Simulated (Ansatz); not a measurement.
The reference is WSi2 (space group I4/mmm, No. 139; a = 3.229 Å, c = 7.867 Å).

Calculations: Ansatz (a first-principles code), PBE, PAW, cutoff 420 eV, scalar-relativistic without spin-orbit coupling.

Before the change:

The volume per atom is 13.67 Å³ and the c/a ratio is 2.436.

Perturbation: cell and atoms relaxed at a pressure of 30 GPa.

Estimate the effect on the volume per atom.

The volume per atom shrinks by 1.41 Å³ to 12.26 Å³.

How does this affect the c/a ratio?

The c/a ratio grows by 0.021 to 2.457.

Load acts through the strain it causes; cell and atoms are relaxed under it. Whether these cells are dynamically stable was not tested. No other phases were tried under pressure. The final runs are not spin-polarised.
